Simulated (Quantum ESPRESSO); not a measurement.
A self-consistent single point of YSI (P1, 3 atoms in the cell) with Quantum ESPRESSO.

Computed with PBEsol, spin-orbit coupling, PseudoDojo fully relativistic norm-conserving (PBESOL) pseudopotentials (plane waves; Quantum ESPRESSO).

```xyz
3
Lattice="4.5437 0.0000 0.0000 -2.2719 3.9350 0.0000 0.0000 0.0000 5.1426" Properties=species:S:1:pos:R:3 pbc="T T T"
Y      0.0035     0.0316     0.0563
S      0.0098     2.6304    -0.0012
I      2.2585     1.2730     2.5162
```

Reference input (self-consistent single point, DFT, PBEsol, plane waves, GBRV 1.5 ultrasoft (PBESOL) pseudopotentials): ecutwfc = 40 Ry; ecutrho = 320 Ry; occupations = smearing; smearing = fermi-dirac; degauss = 0.00147 Ry; potentials = {Y: y_pbesol_v1.4.uspp.F.UPF, S: s_pbesol_v1.4.uspp.F.UPF, I: i_pbesol_v1.uspp.F.UPF}; K_POINTS = automatic 4 4 4 0 0 0; conv_thr = 1e-11 Ry. This run's input differs from it in these lines:

```diff
@@ -13,4 +13,3 @@
     ntyp = 3,
-    ecutwfc = 40,
-    ecutrho = 320,
+    ecutwfc = 75,
     occupations = 'smearing',
@@ -18,2 +17,4 @@
     degauss = 0.00147,
+    noncolin = .true.,
+    lspinorb = .true.,
 /
@@ -23,5 +24,5 @@
 ATOMIC_SPECIES
-Y     88.9058  y_pbesol_v1.4.uspp.F.UPF
-S     32.0600  s_pbesol_v1.4.uspp.F.UPF
-I    126.9045  i_pbesol_v1.uspp.F.UPF
+Y     88.9058  Y.upf
+S     32.0600  S.upf
+I    126.9045  I.upf
 CELL_PARAMETERS {angstrom}
```

Log, with long lists cut:

```
     Self-consistent Calculation

     iteration #  1     ecut=    75.00 Ry     beta= 0.70

---- Real-time Memory Report at c_bands before calling an iterative solver
           344 MiB given to the printing process from OS
           323 MiB allocation reported by mallinfo(arena+hblkhd)
------------------

     Threshold (ethr) on eigenvalues was too large:
     Diagonalizing with lowered threshold

---- Real-time Memory Report at c_bands before calling an iterative solver
           372 MiB given to the printing process from OS
           331 MiB allocation reported by mallinfo(arena+hblkhd)
------------------

   [... lines left out ...]

---- Real-time Memory Report at c_bands before calling an iterative solver
           463 MiB given to the printing process from OS
           442 MiB allocation reported by mallinfo(arena+hblkhd)
------------------

     total energy              =    -129.84667997 Ry
     estimated scf accuracy    <          2.9E-11 Ry

     iteration # 13     ecut=    75.00 Ry     beta= 0.70

---- Real-time Memory Report at c_bands before calling an iterative solver
           463 MiB given to the printing process from OS
           442 MiB allocation reported by mallinfo(arena+hblkhd)
------------------
     End of self-consistent calculation

     the Fermi energy is     6.9095 ev

!    total energy              =    -129.84667997 Ry
     estimated scf accuracy    <          1.1E-12 Ry
     smearing contrib. (-TS)   =      -0.00000000 Ry
     internal energy E=F+TS    =    -129.84667997 Ry

     convergence has been achieved in  13 iterations

     Forces acting on atoms (cartesian axes, Ry/au):

     atom    1 type  1   force =     0.00196394   -0.00494464    0.00757450
     atom    2 type  2   force =    -0.00297836    0.00351041   -0.00638230
     atom    3 type  3   force =     0.00101442    0.00143423   -0.00119221

     Total force =     0.012333     Total SCF correction =     0.000000

          total   stress  (Ry/bohr**3)                   (kbar)     P=      -24.82
  -0.00022468  -0.00000184   0.00000154          -33.05       -0.27        0.23
  -0.00000184  -0.00014129   0.00000118           -0.27      -20.79        0.17
   0.00000154   0.00000118  -0.00014028            0.23        0.17      -20.64

   JOB DONE.
```

The run converged in 13 iterations. Against the reference run the pressure goes from -2.59 to -2.48 GPa, the largest force hardly changes (0.239 to 0.238 eV/Å) and the gap on the mesh goes from 1.216 to 1.157 eV.

The starting cell comes from a database of computed structures (which also holds hypothetical and non-ambient phases and stackings), without a prior relaxation at this level. Its atoms were displaced at random from the sites of space group no. 187.

Cost on one core of a shared machine: roughly 5 min.
